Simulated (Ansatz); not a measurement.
Consider TiO₂ in the rutile structure (space group P4_2/mnm, No. 136; a = 4.597 Å, c = 2.954 Å). Axes: x, y, z lie along a, b, c of the conventional cell.

Now apply this change: biaxial strain −2.05 %, plane normal [001], relaxed out of plane (Cartesian); in-plane vectors clamped, the third vector and the atoms free.

Level of theory: Ansatz (a first-principles code), r2SCAN, PAW, cutoff 500 eV, spin-orbit coupling left out.

Base, band edges from the VBM (valence, conduction): A -0.71, 2.94; M -1.11, 2.26; R -1.08, 2.27; X -0.77, 2.90; Z -1.47, 3.31; Γ 0.00, 2.22 eV.

Task: Give the band edges at the high-symmetry points of the new zone, measured from its valence-band maximum.

Result: 
| point | valence edge (eV) | conduction edge (eV) |
|---|---|---|
| Γ | 0.00 | 2.24 |
| X | -0.82 | 2.96 |
| M | -1.10 | 2.31 |
| Z | -1.48 | 3.37 |
| R | -1.15 | 2.29 |
| A | -0.69 | 3.00 |

The gap is 2.24 eV, direct at Γ.

Whether these cells are dynamically stable was not tested. All final runs are without spin polarisation.
